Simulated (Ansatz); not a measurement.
The starting structures come from a database of crystals and need not be the phases stable at ambient conditions.

Tunnelling through a barrier is set by its complex band structure: the current falls as exp(−2κd) with the smallest κ.

Input:

```
AgNO3
1.0
    6.35687     0.04024     0.00000
    2.02001     7.97375     0.00000
   -2.16843     3.96675     2.61006
Ag N O
2 2 6
Cartesian
  0.11289   0.06171   0.00000
  1.12290   4.04859   0.00000
  5.07660   6.20988   0.00000
  4.06659   2.22300   0.00000
  3.50624   3.26504   0.45109
  2.00167   6.01739   1.35990
  4.54487   1.36506   0.79906
  2.34782  11.21867   2.15897
  5.18011   6.03750   1.25016
  3.38645   9.31869   1.81099
```

Space group of this cell: R3c. The cell was relaxed by PBE-D3(BJ); by r2SCAN its mean pressure is -3.0 GPa.

Transport runs along the normal of the first two printed cell vectors, the (110) plane of the conventional cell.

No gap correction and no spin-orbit coupling; mid-gap values are interpolated between computed energies.

Estimate the band gap and the smallest decay constant κ at mid-gap that r2SCAN (Ansatz, a first-principles code) returns for this system.

Gap 2.21 eV on a 12×12×12 mesh; κ = 0.420 1/Å, at (0.333, 0.250) of the in-plane reciprocal vectors. At the zone centre, at the nearest computed energy, the slowest state has κ = 0.42 1/Å.
